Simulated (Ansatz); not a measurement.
Candidates: A. zinc-blende GaAs (64 sites, 2×2×2 shifted; Zn moves farthest, 4.05 Å); B. anatase TiO2 (108 sites, 2×2×2 shifted; Zn moves farthest, 3.08 Å); C. monoclinic HfO2 (96 sites, 2×2×2 shifted; Zn moves farthest, 3.44 Å); D. beta Ga2O3 (120 sites, 2×2×2 shifted; Zn moves farthest, 1.77 Å). All values below come from PBE, PAW (plane waves to 420 eV; Ansatz, a quantum-chemistry and plane-wave program).

Each figure is the lowest single hop between equivalent sites among the routes that converged and passed our checks, counted from the lowest site run. It need not be the barrier to long-range diffusion, and untried routes may lie lower. Climbing-image NEB, static nuclei, fixed cells, no finite-size correction; on the finer meshes named, energies are single points at the band's geometries. Saddle orders were checked for a part of the study's bands only and are not shown. Charge states are imposed. Spin-orbit coupling is left out.

Task: Rank these hosts by the lowest hop barrier of interstitial Zn, charge +2, lowest first.

Result: D (0.29 eV), A (0.40 eV), B (0.57 eV), C (2.13 eV)
